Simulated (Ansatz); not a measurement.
Seebeck coefficient (μV/K, mean over directions) of p-type V2O5 (P2_1/m) against carrier density, PBEsol+D3BJ, rigid bands (Ansatz, a quantum-chemistry and plane-wave program). Computed gap 1.47 eV; densities at which minority carriers matter at this gap, or further valleys turn the trend, are left out. Conductivity mass 3.3 mₑ (harmonic mean over directions), N_v = 2.8e20 cm⁻³ at 300 K.

| hole density | 300 K | 500 K |
|---|---|---|
| 1e16 cm⁻³ | 1094 | 1168 |
| 1e17 cm⁻³ | 896 | 970 |
| 1e18 cm⁻³ | 697 | 771 |
| 3e18 cm⁻³ | 603 | 677 |
| 1e19 cm⁻³ | (withheld) | 573 |
| 3e19 cm⁻³ | 405 | 479 |
| 1e20 cm⁻³ | (withheld) | 376 |
| 3e20 cm⁻³ | 218 | 284 |
| 1e21 cm⁻³ | 134 | 188 |

**Question.** Complete the blanks.

**Answer.** 
- 1e19 cm⁻³, 300 K: 499
- 1e20 cm⁻³, 300 K: 305

Rigid bands with a gap fixed in temperature, one relaxation time for all states, no polarons or phonon drag, and whether or not such doping can be reached. Spin-orbit coupling is left out; where it splits the top of the valence band, N_v and the p-type Seebeck coefficient come out somewhat high without it. Geometry: cell and atoms relaxed with PBEsol+D3(BJ).

Computed structure with no diffraction record at hand here (it may be known, metastable or hypothetical): V2O5 (P2_1/m). Treated as nonmagnetic, magnetic states not searched for: V2O5 (P2_1/m). PBEsol with a dispersion correction tends to overbind, so the cell can be several per cent short, in bad cases over ten, which usually narrows a gap: V2O5 (P2_1/m).
